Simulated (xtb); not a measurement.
xtb 6.7.1, GFN2-xTB: [CH2]CNC, charge 0, multiplicity 2, 12 atoms. The geometry is a generated start, not checked to be a minimum at this level.

| Item | Result |
|---|---|
| method | GFN2-xTB |
| --acc | 1 (default) |
| --etemp (K) | 300 (default) |
| detailed input (--input) | none: ANC optimiser, Lindh (1995) Hessian, microcycle=20, maxdispl=1.0, hlow=0.01 (default) |
| basis functions | 24 |
| valence electrons | 25 |

```xyz
12

C      1.9470     0.3838     0.1365
C      0.5061     0.5992    -0.0441
N     -0.3058    -0.4983     0.4484
C     -1.6631    -0.5015    -0.0518
H      2.3555    -0.6069     0.0995
H      2.6044     1.2081     0.3094
H      0.1876     1.5141     0.4748
H      0.2957     0.7791    -1.1282
H      0.1522    -1.3826     0.2557
H     -2.2075    -1.3194     0.4161
H     -1.7328    -0.6129    -1.1460
H     -2.1392     0.4373     0.2298
```

Charge 0 and multiplicity 2 are set for this test and not shown to be the ground state. GFN-xTB has no spin term: --uhf 1 sets the occupations alone.

The structure is relaxed from this start with --opt LEVEL for the levels crude, sloppy, loose, lax, normal, tight, vtight, extreme, once each. Up to the end of the extreme run atoms move by at most 0.50 Å along an axis.

### Question
Choose the cheapest level whose final energy lies within 5 meV of that of extreme.

### Answer
lax: 11 cycles against 24, ending 1.3 meV above.

```tsv
level	cycles	energy above the extreme run (meV)	gradient norm (eV/Å)
crude	1	10	0.17
sloppy	1	10	0.17
loose	1	10	0.17
lax	11	1.3	0.082
normal	19	0.092	0.034
tight	22	under 0.01	0.0071
vtight	23	under 0.01	0.0025
extreme	24	—	0.0024
```
